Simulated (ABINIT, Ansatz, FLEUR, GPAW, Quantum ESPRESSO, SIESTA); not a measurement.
Code comparison for YHg2 (P6/mmm, 3 atoms in the cell)

Self-consistent single point, at a second geometry (lattice scaled by 0.98). First geometry:

```
YHg2
1.0
    4.80153     0.00000     0.00000
   -2.40077     4.15825     0.00000
    0.00000     0.00000     3.43464
Y Hg
1 2
Direct
  0.00000   0.00000   0.00000
  0.33333   0.66667   0.50000
  0.66667   0.33333   0.50000
```

Shared settings, as Ansatz (an electronic-structure program) writes them: kpoints.mp_grid.grid = 9 9 11; scf.occupations.method = fermi_dirac; scf.occupations.width = 0.136 eV. Potentials and cutoffs stand in the table.

```tsv
code	model	ΔF from the first geometry (meV/atom)	pressure (GPa)	cutoff
Ansatz	PBEsol, default PAW files made with PBE	32.2	7.02	420 eV
GPAW	PBEsol, GPAW PAW datasets PBEsol (made by gpaw-setup)	37.3	7.65	550 eV
Quantum ESPRESSO	PBEsol, GBRV 1.5 ultrasoft (PBESOL) pseudopotentials	33.1	7.13	40 Ry
ABINIT	PBEsol, norm-conserving pseudopotentials (PseudoDojo nc-sr-04 PBEsol standard)	31.4	6.94	72 Ry
FLEUR	PBEsol, all-electron FLAPW (FLEUR), scalar-relativistic valence	33.0	–	Kmax 4 1/bohr
SIESTA	GGA PBEsol, numerical atomic orbitals DZP, PseudoDojo PBEsol standard norm-conserving potentials (rewritten from UPF to PSML)	-11.2	1.95	grid 300 Ry
```

A dash marks a value that a program does not give, or that is left out as unsure.

On Ansatz's run: spin-orbit coupling is off.

The spread over the programs that give each value: ΔF from the first geometry within 48.5 meV/atom; pressure within 5.70 GPa.

SIESTA uses small atom-centred bases, whose incompleteness enters pressures, forces and empty levels differently from a plane-wave cutoff. FLEUR treats all electrons, but the usual bases taken here (sphere radii, linearisation, local orbitals, empty states) were not tested for convergence, so the values are no reference for the others. Ansatz's pressure is given at a fixed set of plane waves, as the other plane-wave codes print theirs; with its correction for the finite basis it is 7.05 GPa. In the pressure, SIESTA (by 5.12) lies more than 1 GPa from the median of the plane-wave programs.

The starting cell comes from a database of computed structures (which also holds hypothetical and non-ambient phases and stackings), without a prior relaxation at this level. Its lattice was rescaled by a random factor within 2.5 % of one. For this run, on top of that: lattice scaled by 0.98.

Left out of this page: Elk (not drawn, or without a comparable value).

Keys are those of Ansatz 0.2.
